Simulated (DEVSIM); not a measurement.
Device: Co/SiO2/p-Si capacitor, at 300 K.

```csv
layer (left to right),material,thickness (nm),Na (cm⁻³)
1,SiO2,1.70,-
2,Si,8400,4.7e15
```

Metal gate on the left, work function 5 eV. Fixed charge at the semiconductor interface 0 cm⁻² (in units of +e); no interface traps.

Constants are typed, rounded textbook-type inputs, not results; the design itself was drawn at random and stands for no fabricated device. Values at 300 K.

| parameter | SiO2 | Si |
|---|---|---|
| gap (eV) | 9 | 1.124 |
| affinity (eV) | 0.9 | 4.05 |
| permittivity | 3.9 | 11.7 |
| Nc (cm⁻³) | - | 2.86e19 |
| Nv (cm⁻³) | - | 3.1e19 |

DEVSIM, 1D Poisson equation in equilibrium, Boltzmann statistics, complete ionisation; no quantum confinement or tunnelling. Metal contacts follow the ideal Schottky-Mott rule: no Fermi-level pinning, no interface dipoles.

The substrate doping was swept, all else fixed.

| substrate doping (cm^-3) | flat-band voltage (V) | minimum of the low-frequency capacitance (μF/cm²) | threshold voltage (band bending 2φF) (V) |
|---|---|---|---|
| 2.4e14 | 0.13 | ___ | ___ |
| 4.7e14 | 0.11 | 0.00982 | 0.67 |
| 9.4e14 | 0.09 | 0.0132 | 0.69 |
| 2.4e15 | 0.07 | 0.0201 | 0.72 |
| 4.7e15 | 0.05 | 0.0275 | 0.74 |
| 9.4e15 | 0.04 | 0.0378 | 0.77 |

Some entries are withheld; supply them.


- 2.4e14, minimum of the low-frequency capacitance (μF/cm²): 0.00762
- 2.4e14, threshold voltage (band bending 2φF) (V): 0.65
